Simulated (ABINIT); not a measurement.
# Equation of state of bcc Mo (space group 229): energy against volume (ABINIT, LDA)

```
Mo
1.0
   -1.51374     1.51374     1.51374
    1.51374    -1.51374     1.51374
    1.51374     1.51374    -1.51374
Mo
1
Direct
  0.00000   0.00000   0.00000
```

Method of the run: LDA (PW92), norm-conserving pseudopotentials (PseudoDojo nc-sr-04 LDA standard) (plane waves; ABINIT 10.0.3). Settings: pseudos = [Mo.upf]; ecut = 1415 eV; ixc = 7; occopt = 3; tsmear = 0.00183747 Ha; ngkpt = 26 26 26; nshiftk = 1; shiftk = 0 0 0; potentials = PseudoDojo nc-sr-04 LDA standard; nband = 12; kptopt = 1; nstep = 80; tolvrs = 1e-12. The cell above is the first row's. The rows scale it uniformly. In all rows the k mesh is held. E is the free energy at the stated smearing, counted from the lowest row.

| V (Å^3/atom) | E (meV/atom) |
|---|---|
| 13.874 | ? |
| 14.176 | 55.03 |
| 14.478 | 23.64 |
| 14.779 | 5.74 |
| 15.081 | 0.00 |
| 15.383 | 5.25 |
| 15.684 | 20.41 |
| 15.986 | 44.54 |
| 16.287 | 76.74 |

The 8 complete rows are fitted with the third-order Birch-Murnaghan form, a cubic in V^(-2/3), E against V. With u = V^(-2/3) - 0.163, the rows have u = 0.007725, 0.005343, 0.003049, 0.000825, -0.001326, -0.003402, -0.005418, -0.007365. Least squares gives E = 0.755 - 1866.23·u + 1149176·u² + 253029·u³. Residuals (row less fit): -0.003, 0.011, -0.015, 0.002, 0.000, 0.016, -0.020, 0.006; standard error 0.016 (degrees of freedom: 4). Its minimum lies at u = 0.000812, so V0 = (0.163812)^(-3/2) = 15.08. There d²E/du² = 2300000 and d³E/du³ = 1518000, so B0 = (4/9) × 15.08^(-7/3) × 2300000 × 0.160218 = 291 GPa (the last factor turns the table's units into GPa), and B0' = 4 + (2/3) × 0.163812 × (1518000)/2300000 = 4.1. The program's pressures in the fitted runs (not shown) pass through zero at V = 15.08, 0.01 % from this V0.

Question: Predict the withheld E at V = 13.874 from the fit, and compare with the calculation.

Answer: u = 0.010194, so E = 0.755 - 1866.23 × 0.010194 + 1149176 × 0.010194² + 253029 × 0.010194³ = 101.418 meV/atom. The calculation gives 101.39 meV/atom, 0.028 meV/atom below the prediction (under 0.05 % of the range of E in the table). The row lies outside the fitted rows, so this is an extrapolation. From the scatter of the fitted rows alone, a prediction at this place has a standard error of 0.048 meV/atom, so the miss is 0.6 times that.

Carrying the step between the two nearest rows on in a straight line would have given 86.42, off by 14.97; series whose last step already gives the withheld value aren't shown. The scan was laid around a cell of about the measured size, scaled by a guess for this functional. Spin polarisation is off. Cutoffs and mesh are single choices, not tested for convergence of this quantity. Series with a scatter that would blur these digits, or in which a gap closes, are not shown. Nor are scans whose minimum lies at an end fitted in this form.
